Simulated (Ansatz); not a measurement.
**Ti2P (model structure, started from the Ca2N type, R-3m, No. 166, 3 atoms in the cell)**

Method: LDA (Ansatz, a quantum-chemistry and plane-wave program, PAW).

Numerical settings: plane-wave cutoff 520 eV, 18×18×18 k mesh, Fermi–Dirac smearing 0.05 eV, no spin polarisation, scalar-relativistic PAW data made under PBE.

Cell (relaxed at this level):

```xyz
3
Lattice="1.7596 1.0159 4.3451 -1.7596 1.0159 4.3451 0.0000 -2.0319 4.3451" Properties=species:S:1:pos:R:3 pbc="T T T"
Ti     0.0000     0.0000     9.8976
Ti     0.0000     0.0000     3.1376
P      0.0000     0.0000     0.0000
```

- bulk modulus: 130 GPa

Note: the run has no spin polarisation, so it can have missed a magnetic state; the bulk modulus is −V dP/dV from two relaxed cells at ±2 % in volume; the relaxation could raise the start's symmetry but not lower it, so the cell can be a saddle point.

The computed numbers hold no vibrational or temperature effects.

It cost very roughly 19 core-minutes of CPU time.

A model structure was made by putting elements into a prototype or built by hand; it is no filed structure, need not be a known phase, and can be a saddle point held by its symmetry.
